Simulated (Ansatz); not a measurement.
Results of PBE (Ansatz, a quantum-chemistry and plane-wave program, plane waves, PAW) for Nb2SiN (model structure, started from the MAX type, P6₃/mmc, No. 194, 8 atoms in the cell).

Settings: plane-wave cutoff 520 eV, 24×24×4 k mesh (along the axes of the cell as run), Fermi–Dirac smearing 0.05 eV, no spin polarisation, scalar-relativistic PAW data made under PBE.

Cell (relaxed at this level):

```cif
data_N2Nb4Si2
_chemical_formula_sum 'Si2 Nb4 N2'
_space_group_name_H-M_alt 'P 1'
_space_group_IT_number 1
_cell_length_a 3.23064
_cell_length_b 3.23064
_cell_length_c 12.21491
_cell_angle_alpha 90.000
_cell_angle_beta 90.000
_cell_angle_gamma 120.000
loop_
_space_group_symop_operation_xyz
  'x, y, z'
loop_
_atom_site_label
_atom_site_type_symbol
_atom_site_fract_x
_atom_site_fract_y
_atom_site_fract_z
_atom_site_occupancy
Si1 Si 0.33333 0.66667 0.75000 1
Si2 Si 0.66667 0.33333 0.25000 1
Nb1 Nb 0.33333 0.66667 0.09407 1
Nb2 Nb 0.66667 0.33333 0.59407 1
Nb3 Nb 0.66667 0.33333 0.90593 1
Nb4 Nb 0.33333 0.66667 0.40593 1
N1 N 0.00000 0.00000 0.00000 1
N2 N 0.00000 0.00000 0.50000 1
```

**Question.** Give the computed bulk modulus B0.

**Answer.** 
bulk modulus B0: 210 GPa

Note: the run has no spin polarisation, so it can have missed a magnetic state; the bulk modulus is −V dP/dV from two relaxed cells at ±2 % in volume; the relaxation could raise the start's symmetry but not lower it, so the cell can be a saddle point.

Static lattice: no zero-point or thermal effects.

Cost on a shared machine: very roughly 10 core-minutes.

A model structure was made by putting elements into a prototype or built by hand; it is no filed structure, need not be a known phase, and can be a saddle point held by its symmetry.
